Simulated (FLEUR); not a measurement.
## FLEUR run on a (001) slab of TiTe2 (cut from a parent of space group no. 164; 3 atoms in the cell): self-consistent single point

Method of the run: LDA (Vosko-Wilk-Nusair), all-electron FLAPW (FLEUR, film geometry), scalar-relativistic valence run with FLEUR.

The input file:

Input of the input generator:

```
TiTe2
&input film=t /
7.2483904594 -0.0000004930 0.0000000000
-3.6241948028 6.2772905209 0.0000000000
0.0000000000 0.0000000000 15.3712012217 12.3712012217
1.0
1.0 1.0 1.0

3
22 0.0000000000 0.0000000000 -0.0000984821
52 0.6666666667 0.3333333333 -3.1856006108
52 0.3333333333 0.6666666667 3.1856006108

&comp jspins=1 /
&exco xctyp='vwn' /
&kpt div1=5 div2=5 div3=1 /
&end /
```

```xml
<?xml version="1.0" encoding="UTF-8" standalone="no"?>
<fleurInput fleurInputVersion="0.39">
   <comment>
      TiTe2                                                                                               
   </comment>
   <calculationSetup>
      <cutoffs Kmax="4.2" Gmax="12.6" GmaxXC="12.6" numbands="0"/>
      <scfLoop itmax="60" minDistance="0.00001" maxIterBroyd="15" imix="Anderson" alpha="0.05" precondParam="0.8" spinf="2.0"/>
      <coreElectrons ctail="T" frcor="F" kcrel="0" coretail_lmax="0"/>
      <xcFunctional name="vwn" relativisticCorrections="F"/>
      <magnetism jspins="1"/>
      <soc l_soc="F" theta="0.0" phi="0.0" spav="F"/>
      <expertModes spex="0" secvar="F"/>
      <geometryOptimization l_f="T" forcealpha="1.0" forcemix="BFGS" epsdisp="0.00001" epsforce="0.00001"/>
      <ldaU l_linMix="F" mixParam="0.05" spinf="1.0"/>
   </calculationSetup>
   <cell>
      <bzIntegration valenceElectrons="44.0" mode="hist" fermiSmearingEnergy="0.00367493">
         <kPointListSelection listName="default-1"/>
         <!-- k-points included here -->
         <xi:include xmlns:xi="http://www.w3.org/2001/XInclude" href="kpts.xml"> </xi:include>
      </bzIntegration>
      <!-- symmetry operations included here -->
      <xi:include xmlns:xi="http://www.w3.org/2001/XInclude" href="sym.xml"> </xi:include>
      <filmLattice scale="1.0" dVac="11.5700" dTilda="14.0700">
         <bravaisMatrixFilm>
            <row-1>    7.2483904594000004    -0.0000004930000000</row-1>
            <row-2>   -3.6241948027999999     6.2772905209000003</row-2>
         </bravaisMatrixFilm>
         <vacuumEnergyParameters vacuum="1" spinUp="-.25" spinDown="-.25"/>
         <vacuumEnergyParameters vacuum="2" spinUp="-.25" spinDown="-.25"/>
      </filmLattice>
   </cell>
   <atomSpecies>
      <species name="Titanium (Ti)" element="Ti" atomicNumber="22">
         <mtSphere radius="2.40" gridPoints="827" logIncrement="0.015"/>
         <atomicCutoffs lmax="10" lnonsphr="8"/>
         <electronConfig flipSpins="F">
            <coreConfig>(1s1/2) (2s1/2) (2p1/2) (2p3/2)</coreConfig>
            <valenceConfig>(3s1/2) (3p1/2) (3p3/2) (4s1/2) (3d3/2) (3d5/2)</valenceConfig>
            <stateOccupation state="(3d3/2)" spinUp="0.4" spinDown="0.4"/>
            <stateOccupation state="(3d5/2)" spinUp="0.6" spinDown="0.6"/>
         </electronConfig>
         <energyParameters s="4" p="4" d="3" f="4"/>
         <lo type="SCLO" l="0" n="3" eDeriv="0"/>
         <lo type="SCLO" l="1" n="3" eDeriv="0"/>
      </species>
      <species name="Tellurium (Te)" element="Te" atomicNumber="52">
         <mtSphere radius="2.40" gridPoints="827" logIncrement="0.016"/>
         <atomicCutoffs lmax="10" lnonsphr="8"/>
         <electronConfig flipSpins="F">
            <coreConfig>(1s1/2) (2s1/2) (2p1/2) (2p3/2) (3s1/2) (3p1/2) (3p3/2) (4s1/2) (3d3/2) (3d5/2) (4p1/2) (4p3/2)</coreConfig>
            <valenceConfig>(5s1/2) (4d3/2) (4d5/2) (5p1/2) (5p3/2)</valenceConfig>
            <stateOccupation state="(5p1/2)" spinUp="0.6666666666667" spinDown="0.6666666666667"/>
            <stateOccupation state="(5p3/2)" spinUp="1.3333333333333" spinDown="1.3333333333333"/>
         </electronConfig>
         <energyParameters s="5" p="5" d="5" f="4"/>
         <lo type="SCLO" l="2" n="4" eDeriv="0"/>
      </species>
   </atomSpecies>
   <atomGroups>
      <atomGroup species="Titanium (Ti)">
         <filmPos label="                   1">.0000000000 .0000000000 -.0000984821</filmPos>
         <force calculate="T" relaxXYZ="TTT"/>
      </atomGroup>
      <atomGroup species="Tellurium (Te)">
         <filmPos label="                   2">-1.000/3.000 1.000/3.000 -3.1856006108</filmPos>
         <force calculate="T" relaxXYZ="TTT"/>
      </atomGroup>
      <atomGroup species="Tellurium (Te)">
         <filmPos label="                   3">1.000/3.000 -1.000/3.000 3.1856006108</filmPos>
         <force calculate="T" relaxXYZ="TTT"/>
      </atomGroup>
   </atomGroups>
   <output dos="F" band="F" slice="F">
      <checks vchk="F" cdinf="F"/>
      <bandDOS minEnergy="-.5*Htr" maxEnergy="0.5*Htr" sigma="0.015" storeEVData="T"/>
      <vacuumDOS vacdos="F" integ="F" star="F" nstars="0" locx1="0.0" locy1="0.0" locx2="0.0" locy2="0.0" nstm="0" tworkf="0.0"/>
      <unfoldingBand unfoldBand="F" supercellX="1" supercellY="1" supercellZ="1"/>
      <plotting iplot="0" polar="F">
         <plot TwoD="T" vec1="  1.0  0.0  0.0" vec2="  0.0  1.0  0.0" vec3="  0.0  0.0  1.0" zero="  0.0  0.0 -0.5" file="plot"/>
      </plotting>
      <chargeDensitySlicing numkpt="0" minEigenval="0.0" maxEigenval="0.0" nnne="0" pallst="F"/>
      <specialOutput eonly="F"/>
      <magneticCircularDichroism mcd="F" energyLo="-10.0" energyUp="0.0"/>
   </output>
  <!-- We include the file relax.xml here to enable relaxations (see documentation) -->
  <xi:include xmlns:xi="http://www.w3.org/2001/XInclude" href="relax.xml"> <xi:fallback/> </xi:include>
</fleurInput>
```

The program printed (abridged):

```
      Welcome to FLEUR        (www.flapw.de)
      MaX-Release 8.1          (www.max-centre.eu)

 ========== k-point set info ==========
 Selected k-point list: default-1
 k-point list type: mesh
 5 x 5 x 1
 Number of k points: 5

 ------------Calculation Setup---------------------------
 Number of basis functions:          843
 Iteration:     1   Distance:       6.18260604 me/bohr^3
 Iteration:     2   Distance:       5.84130693 me/bohr^3
 Iteration:     3   Distance:       1.80433881 me/bohr^3
 Iteration:     4   Distance:       1.09908625 me/bohr^3
 Iteration:     5   Distance:       1.00251253 me/bohr^3
 Iteration:     6   Distance:       0.26345843 me/bohr^3
   [... 20 lines left out ...]
 Iteration:    27   Distance:       0.00003559 me/bohr^3
 Iteration:    28   Distance:       0.00003023 me/bohr^3
 Iteration:    29   Distance:       0.00001283 me/bohr^3
 Iteration:    30   Distance:       0.00001224 me/bohr^3
 Iteration:    31   Distance:       0.00000438 me/bohr^3
 Reset of history

 Run finished successfully
 Stop message:
   Structural relaxation: new displacements generated

[file out, last iteration]
             iter=     32
          p o t e n t i a l   g e n e r a t o r
[...]
          integral of pseudo charge density inside the slab=       -0.467949   0.000000
     coulomb potential in the interstitial region:
          density-coulomb potential integrals
          vacuum :                            -0.0169378080
          total density-coulomb potenti   -23511.9230998002
 ifftd2,vacuum%nmz=   2025    250
 9990nmzxy=  100
 9992nmzdiff=  153
 9992nmzdiff=  153
          density-effective potential integrals for spin  1
          vacuum :                            -0.1116283105
          total density-effective poten   -2.4017549730E+04
          charge density-energy density integrals
          vacuum :                            -0.0728072837
          total charge density-energy d   -3.8134534615E+02
 Updated energy parameters for spin:           1
  Atom    1 4s branch from -2.26 to  1.65 htr. ; e_l = -0.3088
  Atom    1 4p branch from -1.37 to  2.14 htr. ; e_l = -0.1959
  Atom    1 3d branch from -9.99 to  0.03 htr. ; e_l = -0.2028
  Atom    1 4f branch from -9.99 to  2.54 htr. ; e_l =  0.0896
  Atom    1 3s branch from-19.68 to -2.26 htr. ; e_l(l -2.2866
  Atom    1 3p branch from-16.32 to -1.37 htr. ; e_l(l -1.4251
  Atom    2 5s branch from -6.01 to  0.18 htr. ; e_l = -0.6265
  Atom    2 5p branch from -4.18 to  0.91 htr. ; e_l = -0.3562
  Atom    2 5d branch from -1.49 to  2.19 htr. ; e_l = -0.1352
  Atom    2 4f branch from -9.99 to  1.24 htr. ; e_l =  0.0191
  Atom    2 4d branch from-20.55 to -1.49 htr. ; e_l(l -1.5176
  Atom    3 5s branch from -6.01 to  0.18 htr. ; e_l = -0.6265
  Atom    3 5p branch from -4.18 to  0.91 htr. ; e_l = -0.3562
  Atom    3 5d branch from -1.49 to  2.19 htr. ; e_l = -0.1352
  Atom    3 4f branch from -9.99 to  1.24 htr. ; e_l =  0.0192
  Atom    3 4d branch from-20.55 to -1.49 htr. ; e_l(l -1.5176
[...]
 fermi energy and band-weighting factors:
at   0.60000  -0.20000   0.00000   k-weight:    0.240000
   34 eigenvalues :
   -2.286465   -1.521510   -1.521314   -1.521230   -1.521191   -1.520152   -1.520128   -1.520015
   -1.519986   -1.519127   -1.519108   -1.425557   -1.424840   -1.423761   -0.571589   -0.571097
   -0.348195   -0.323867   -0.289212   -0.274240   -0.259355   -0.255786   -0.168773   -0.151315
   -0.149797   -0.110628   -0.089380   -0.000482    0.025357    0.048659    0.095069    0.099795
    0.120133    0.144209
   [... 2 blocks of this kind left out ...]

[...]
FERMIE:
          first approx. to ef    (T=0)  :  -0.193365 htr   (energy of the highest occ. eigenvalue)
          number of occ. states  (T=0)  :        109
          first approx. to seigv (T=0)  : -49.239300 htr
          sum of weights of occ. states :  22.160000
          sum of semicore charge        :   0.000000 e
FERHIS:  Fermi-Energy by histogram:
          bandgap                     :   0.010720 htr
          charge neutrality (T=0)     :   0.320000    (zero if the highest occ. eigenvalue is "entirely" occupied)
     EF_NEWTON:  Adjust Fermi-Energy by Newton-Method.
               Number of iterations needed  :   5
               The error in the weight is   :  0.68834E-14
               The error in ef is           : -0.36015E-15 htr
     -->  new fermi energy            :  -0.195859 htr
          valence charge              :  44.000000 e
          actual charge blw ef-8kt    :  42.880000 e
          actual charge blw ef+8kt    :  44.000000 e
          number of occ. states       :       115
          sum of the valence weights  :   22.000000
          entropy         :   0.468084 *kb htr/K =   0.00000 htr/K
          sum of val. single particle energies:       -49.1769535620 htr
 Direct bandgap for spin            1 :    2.5478941996622900E-002  Htr
 at k-point            4  with k-vector   0.20000000000000001        0.0000000000000000        0.0000000000000000
          valence density: spin= 1
[...]
     l-like charge
     atom     s        p        d        f        total
 -->  1    2.19070  6.16073  1.88800  0.01799   10.26055
 -->  2    1.39021  2.02200  9.97956  0.00608   13.39890
 -->  3    1.39022  2.02196  9.97956  0.00608   13.39887
          total charge for spin  1=   44.000001
          interst. charge =       6.473760
          mt charge=             10.260547   13.398903   13.398867
          vacuum  1  charge=      0.233963
          vacuum  2  charge=      0.233962
          total charge  =   44.000001
          z= 22.     r(1)=  0.998395E-05     dx= 0.015000     m.t.index= 827
               n    l     j    energy       weight
               1.   0.   0.5 -178.4307      2.0000
               2.   0.   0.5  -19.6822      2.0000
               2.   1.   0.5  -16.4605      2.0000
               2.   1.   1.5  -16.2490      4.0000
          atom type    1  (spin 1)
          kinetic energy=  0.790377476928E+03     sum of the eigenvalues= -0.494142467685E+03
          0.00000000  electrons lost from core.
   [... 2 blocks of this kind left out ...]

          total charge for spin  1=  126.000001
          interst. charge =       6.476206
          mt charge=             20.260553   49.397665   49.397628
          vacuum  1  charge=      0.233975
          vacuum  2  charge=      0.233974
          total charge  =  126.000001
          zc=   126.000000     qfix=    1.000000
     t o t a l  e n e r g y
          sum of eigenvalues =             -8797.5060448370
          density-coulomb potential int   -23511.9230998002
          density-effective potential i   -24017.5497295199
          charge density-ex.-corr.energ     -381.3453461467
          el.-nucl. inter. diff. m.t.       1008.8389416690
          Madelung term for atom type:        -5.0835920186
          el.-nucl. inter. diff. m.t.       8230.7397201879
          Madelung term for atom type:       -21.0253339846
          el.-nucl. inter. diff. m.t.       8230.7392122006
          Madelung term for atom type:       -21.0258844326
 ---->    total energy=                   -14434.7158958572 htr
 ---->    (input%tkb*entropy) TS=              0.0017201748 htr
 ---->    free energy=                    -14434.7176160319 htr
      extrapolation for T->0
 ---->    total electron energy=          -14434.7167559445 htr
 ***** TOTAL FORCES ON ATOMS *****
 TOTAL FORCE FOR ATOM TYPE=  1  X=  0.000   Y=  0.000   Z=  0.000
                       FX_TOT= 0.000000 FY_TOT= 0.000000 FZ_TOT= 0.000008
 TOTAL FORCE FOR ATOM TYPE=  2  X= -3.624   Y=  2.092   Z= -3.186
                       FX_TOT= 0.000000 FY_TOT= 0.000000 FZ_TOT= 0.007681
 TOTAL FORCE FOR ATOM TYPE=  3  X=  3.624   Y= -2.092   Z=  3.186
                       FX_TOT= 0.000000 FY_TOT= 0.000000 FZ_TOT=-0.007690
```

The run converged in 31 iterations. FLEUR gives forces in its relaxation mode, with a further iteration, so its stop message speaks of a relaxation.

The starting cell comes from a database of computed structures (which also holds hypothetical and non-ambient phases and stackings), without a prior relaxation at this level. The slab is cut from that crystal, and its faces are unrelaxed. Its lattice was rescaled by up to half a per cent. Spin-orbit coupling is off. Spin polarisation is off, so a magnetic state, if there is one, cannot be reached. Values depend on the basis (sphere radii, cutoffs, local orbitals), which need not be converged. The log's line on a gap gives a spacing of levels on this mesh, which the program prints for metals too.

Cost on one core of a shared machine: roughly 2 min.
